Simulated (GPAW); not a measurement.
Band structure of CdSe (P6_3mc, 8 atoms in the cell).

```
CdSe
1.0
    4.40678     0.00000     0.00000
   -2.20339     3.81638     0.00000
    0.00000     0.00000    14.42666
Cd Se
4 4
Direct
  0.00000   0.00000   0.00000
  0.00000   0.00000   0.50000
  0.66667   0.33333   0.75018
  0.33333   0.66667   0.25018
  0.00000   0.00000   0.81216
  0.00000   0.00000   0.31216
  0.66667   0.33333   0.56329
  0.33333   0.66667   0.06329
```

Method of the run: PBE, GPAW PAW datasets PBE (gpaw-data 1.0.1) (plane waves; GPAW).

Settings: mode = pw; ecut = 600 eV; xc = PBE; kpts = 4 4 1; mesh shift (steps) = 0 0 0; occupations.name = fermi-dirac; occupations.width = 0.1 eV; nbands = -4; convergence.bands = -2; symmetry.symmorphic = false; symmetry.tolerance = 0.0005; maxiter = 100; bandpath_npoints = 40.

The starting cell was generated: these elements placed on a structure prototype, without a prior relaxation; it need not be a known phase or ordering of this composition. Its lattice was rescaled by a random factor within 2.5 % of one.

### Question
Predict the gap along the standard path and the places of the band edges.

### Answer
The gap along the path is 0.46 eV, direct at Γ to within 0.01 eV.

Levels in eV from the top of the valence band on the SCF mesh, bands 33 to 40:
```json
[
 {"point": "Γ", "33": "-0.34", "34": "-0.03", "35": "0.00", "36": "0.00", "37": "0.46", "38": "2.11", "39": "2.20", "40": "2.24"},
 {"point": "M", "33": "-1.18", "34": "-1.16", "35": "-0.82", "36": "-0.66", "37": "2.45", "38": "2.79", "39": "3.39", "40": "3.64"},
 {"point": "K", "33": "-1.66", "34": "-1.28", "35": "-1.28", "36": "-1.00", "37": "3.56", "38": "4.03", "39": "4.03", "40": "4.42"},
 {"point": "A", "33": "-0.11", "34": "-0.11", "35": "-0.11", "36": "-0.11", "37": "1.48", "38": "1.48", "39": "2.24", "40": "2.24"},
 {"point": "L", "33": "-1.11", "34": "-1.11", "35": "-0.82", "36": "-0.82", "37": "2.84", "38": "2.84", "39": "3.40", "40": "3.40"},
 {"point": "H", "33": "-1.33", "34": "-1.33", "35": "-1.18", "36": "-1.18", "37": "3.85", "38": "3.85", "39": "4.01", "40": "4.01"}
]
```
